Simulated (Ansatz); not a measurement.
Cell and atoms of amorphous Hf18O35F2:

```xyz
55
Lattice="8.7030 -0.0781 -0.0535 -0.0781 8.9445 -0.1787 -0.0535 -0.1787 9.1620" Properties=species:S:1:pos:R:3 pbc="T T T"
Hf     7.9929     5.5306     4.4365
Hf     6.8741     4.4054     7.5414
Hf     1.2622     4.1795     1.3693
Hf     7.3559     2.7851     2.5492
Hf    -0.0100     8.7717     3.7959
Hf     8.4158     1.0065     7.2707
Hf     1.7893     1.0454     1.3120
Hf     2.4971     1.8164     5.3169
Hf     4.6037     4.2874     4.9262
Hf     5.6115     7.2114     0.0458
Hf     4.2941     4.3660     1.2110
Hf     0.2619     7.0631     0.2586
Hf     4.8966     0.8518     2.6639
Hf     5.3834     7.5511     5.6084
Hf     2.5055     8.3072     7.3418
Hf     5.1973     1.3423     7.8953
Hf     3.0649     6.8494     3.1220
Hf     1.6276     4.4877     7.3037
O      4.1881     2.1989     4.1349
O      0.1321     2.4279     1.2570
O      6.9634     0.9571     3.1561
O      0.0704     4.6280     8.8998
O      1.5965     6.5347     7.7878
O      2.7985     4.2241     8.9286
O      2.7661     2.8021     1.6561
O      1.0108     6.9595     3.9874
O      6.0604     5.5457     5.9175
O      3.1962     0.8024     8.8211
O      3.6008     4.8086     3.1037
O      8.5571     4.6944     6.1335
O      4.7460     8.2191     3.7759
O      4.3736     6.4755     1.4565
O      7.2751     6.6133     8.1321
O      5.5826     2.7778     1.5985
O      3.9060     0.5681     6.3319
O      2.7132     3.8438     5.6867
O      3.7597     6.3293     5.0765
O      0.1281     4.3518     3.0625
O      6.4450     4.2013     3.8044
O      0.3101     8.5526     1.7980
O      5.6281     0.2390     0.6817
O      0.7678    -0.1021     8.7048
O      4.3798     7.3496     7.5768
O      1.3789     1.4160     3.6961
O      5.2130     3.1596     6.7410
O      1.6386     6.1805     1.5391
O      7.1401     2.3438     8.0855
O      3.0429     8.8004     2.0847
O      1.1908     2.4424     7.1334
O      7.2394     7.4462     4.5994
O      1.2995     0.0693     6.0245
O      6.4741     0.0758     7.0168
O      5.6251     4.8076     9.0168
F      7.2545     6.6291     1.5081
F      7.9962     1.4276     5.3212
```

Calculation: PBE, scalar-relativistic without spin-orbit coupling (plane waves to 420 eV, PAW; Ansatz, a first-principles code).

It comes from a melt-quench run on a machine-learned potential (CHGNet), relaxed afterwards by DFT. O and F atoms were pushed apart under 1.9 Å during the dynamics, to hinder bonds among them. The hot cell started wider than the set density and was brought back towards it in steps. It is the lowest in DFT energy of 2 quenches. It is a model cell: composition and starting density were chosen by hand, and all elements were melted together. No dispersion term was used. Its density started from a set value of 8.88 and ended at 8.88 g/cm³. The quench (nominally 380 K/ps over its main leg) was far faster than any real one, so the model tends to hold more defects than a real film. One small periodic cell is one sample of the glass; other quenches scatter about these values. The volume was held where the preparation left it and the shape relaxed, at a PBE pressure of -2.0 GPa (tension). Stress components on the final sampling reach 2.2 GPa.

Neighbours within Hf-Hf 3.34 Å, Hf-O 2.66 Å, Hf-F 2.55 Å, O-O 1.58 Å, O-F 1.48 Å, F-F 1.37 Å count as bonded. Two cations that share two anions don't count as bonded, nor two that share one unless they lie closer than Hf-Hf 3.25 Å.

### Question
Give the coordination numbers, mean bond lengths and angles.

### Answer

The mean coordination of Hf by anions is 6.33 (1 with 5, 10 with 6, 7 with 7) and the mean coordination of O is 3.14 (30 with 3, 5 with 4). The mean coordination of F is 2.00 (2 with 2), the mean Hf-O bond comes out as 2.146 Å (spread 0.109 Å, 110 counted) and the mean Hf-F bond comes out as 2.203 Å (spread 0.108 Å, 4 counted). The bond angle at Hf comes out as mean 102.5°, spread 28.9° and the bond angle at O is mean 115.0°, spread 17.7°.

### Question
Which atoms depart from the most common coordination of their element?

### Answer
Hf2 has 7 (O53 1.97 Å, O27 2.14 Å, O47 2.15 Å, O30 2.21 Å, O45 2.23 Å, O22 2.31 Å, O33 2.32 Å); Hf4 has 5 (O21 1.97 Å, O34 2.01 Å, O20 2.05 Å, O39 2.10 Å, O38 2.15 Å); Hf5 has 7 (O40 2.04 Å, O44 2.08 Å, O26 2.09 Å, O50 2.10 Å, O21 2.30 Å, F55 2.32 Å, O51 2.40 Å); Hf7 has 7 (O48 2.02 Å, O25 2.04 Å, O40 2.11 Å, O20 2.16 Å, O28 2.21 Å, O42 2.24 Å, O44 2.45 Å); Hf9 has 7 (O36 2.09 Å, O29 2.14 Å, O39 2.16 Å, O27 2.17 Å, O37 2.21 Å, O45 2.22 Å, O19 2.27 Å); Hf12 has 7 (O33 2.06 Å, O46 2.08 Å, O40 2.14 Å, O23 2.17 Å, F54 2.18 Å, O42 2.21 Å, O22 2.32 Å); Hf14 has 7 (O31 2.05 Å, O37 2.10 Å, O50 2.12 Å, O27 2.14 Å, O52 2.17 Å, O43 2.22 Å, O35 2.56 Å); Hf17 has 7 (O29 2.11 Å, O37 2.14 Å, O32 2.15 Å, O48 2.21 Å, O26 2.23 Å, O46 2.23 Å, O31 2.26 Å); O22 has 4 (Hf3 2.09 Å, Hf18 2.23 Å, Hf2 2.31 Å, Hf12 2.32 Å); O27 has 4 (Hf14 2.14 Å, Hf2 2.14 Å, Hf9 2.17 Å, Hf1 2.43 Å); O35 has 4 (Hf8 2.14 Å, Hf15 2.15 Å, Hf16 2.17 Å, Hf14 2.56 Å); O42 has 4 (Hf6 2.10 Å, Hf12 2.21 Å, Hf15 2.23 Å, Hf7 2.24 Å); O51 has 4 (Hf15 2.09 Å, Hf8 2.23 Å, Hf6 2.29 Å, Hf5 2.40 Å).

### Question
List the pairs of like atoms that count as bonded by the rules above.

### Answer
There are none by these rules.
